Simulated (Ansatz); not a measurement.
Start from BaS in the rock salt structure (space group Fm-3m, No. 225).

```yaml
crystal:
  lattice:
    - [0.00000, 3.16573, 3.16573]
    - [3.16573, 0.00000, 3.16573]
    - [3.16573, 3.16573, 0.00000]
  atoms:
    - { symbol: Ba, position: [0.00000, 0.00000, 0.00000] }
    - { symbol: S, position: [0.50000, 0.50000, 0.50000] }
```

Level of theory: PBEsol, PAW, 420 eV (Ansatz, an electronic-structure program; scalar-relativistic without spin-orbit coupling).

Before the change:

The band gap comes out as 2.04 eV. The electron mass comes out as 1.3 mₑ along k, 0.32 mₑ across (at X) and the gap character comes out as indirect, Γ → X.

Modification: every lattice vector is shortened by 1.00 %, atoms relaxed at fixed cell.

How does this affect the band gap?

The band gap decreases by 0.055 eV (2.04 eV → 1.98 eV).

How does this affect the electron mass?

The electron mass becomes 1.3 mₑ along k, 0.31 mₑ across (at X) (base: 1.3 mₑ along k, 0.32 mₑ across (at X)).

How does this affect the gap character?

The gap character remains indirect, Γ → X.

The cells carry an imposed strain or load. Masses are band curvatures over ±0.01 Å⁻¹ around the edge. Along k means along the line from Γ to the band edge. Whether these cells are dynamically stable was not tested.
